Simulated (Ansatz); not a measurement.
Element substitutions in ZrP

The parent structure is ZrP (space group P6_3/mmc, No. 194; a = 3.6618 Å, c = 12.4836 Å; a cell from a computed database, its experimental status unchecked).

Each row replaces one element on all its sites; cell and atoms are relaxed.

The values are results of plane-wave PAW DFT at the PBEsol level (Ansatz, a program for electronic structure, 420 eV), no spin-orbit coupling, not measurements.

| change | c/a ratio | shortest interatomic distance | density |
|---|---|---|---|
| base | 3.409 | 2.561 Å | 5.60 g/cm³ |
| P → C | [?] | [?] | [?] |
| P → N | 3.428 | 2.241 Å | 7.27 g/cm³ |
| P → B | 3.548 | 2.404 Å | 5.73 g/cm³ |

Q: Some entries are withheld; estimate them.

A: 
- P → C, c/a ratio: 3.439
- P → C, shortest interatomic distance: 2.324 Å
- P → C, density: 6.52 g/cm³

Stability against distortions was not tested. For ZrC, ZrN and ZrB in this form, whether it has been made was not checked. The final runs are not spin-polarised. ZrB has a high density of states at the Fermi level and may be magnetic at this level.
